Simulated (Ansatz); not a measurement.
Take LaN in the CsCl type structure (space group Pm-3m, No. 221; a = 3.124 Å; a hypothetical phase, not in the database extracts checked; relaxed with 0.1 eV smearing) as the base. Axes: x, y, z lie along the cube axes.

The values are results of DFT with PBEsol, PAW potentials and a 420 eV plane-wave cutoff in Ansatz (a program for electronic structure), spin-orbit coupling left out, not measurements.

A first run, uniaxial strain ε_yy = +1.75 %, gives secant values C11 ≈ 340 GPa and C12 ≈ 24 GPa from its stress. A second run applies uniaxial stress, 8 GPa compression along z.

What does linear elasticity predict for Young's modulus in the second run, and what does the run give?

Linear elasticity: (C11 − C12)(C11 + 2 C12)/(C11 + C12) = 340 GPa. The run gives 360 GPa; any difference comes from nonlinear terms at these strains and numerical noise.

Beyond what the load breaks, stability against distortions was not tested. The final runs are not spin-polarised.
